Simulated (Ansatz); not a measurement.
Cu, response to strain

Start from Cu in the fcc (Cu type) structure (space group Fm-3m, No. 225; a = 3.563 Å; relaxed with 0.1 eV smearing). Axes: x, y, z lie along the cube axes.

Strains are applied to the cell and any free atomic positions relax; under biaxial strain the out-of-plane vector relaxes too; under stress the whole cell relaxes.

Levels (all Ansatz, a first-principles code, PAW, earlier PAW set): PBEsol (420 eV, spin-orbit coupling left out); r2SCAN (500 eV, without spin-orbit coupling); PBEsol+SOC (420 eV, noncollinear with spin-orbit coupling).

Pressures by level, all at the geometries relaxed with PBEsol:

| case | PBEsol | r2SCAN | PBEsol+SOC |
|---|---|---|---|
| base | 0.0 GPa | 2.2 GPa | 0.0 GPa |
| biaxial strain +1.47 %, plane normal [001], relaxed out of plane | -1.2 GPa | 0.9 GPa | -1.3 GPa |
| biaxial strain +0.81 %, plane normal [111], relaxed out of plane | -1.7 GPa | 0.5 GPa | -1.7 GPa |
| isotropic strain +1.32 % | -6.0 GPa | -4.0 GPa | -6.0 GPa |
| uniaxial stress, 0.5 GPa tension along x | -0.2 GPa | 2.0 GPa | -0.2 GPa |
| tensor shear ε_xz = −2.47 % | 0.4 GPa | 2.7 GPa | 0.4 GPa |

Single points use the geometry relaxed with PBEsol. Their cutoffs differ, which shifts pressures a little. The spin-orbit shifts are approximate. Beyond what the load breaks, stability against distortions was not tested. The runs without spin-orbit coupling are not spin-polarised.
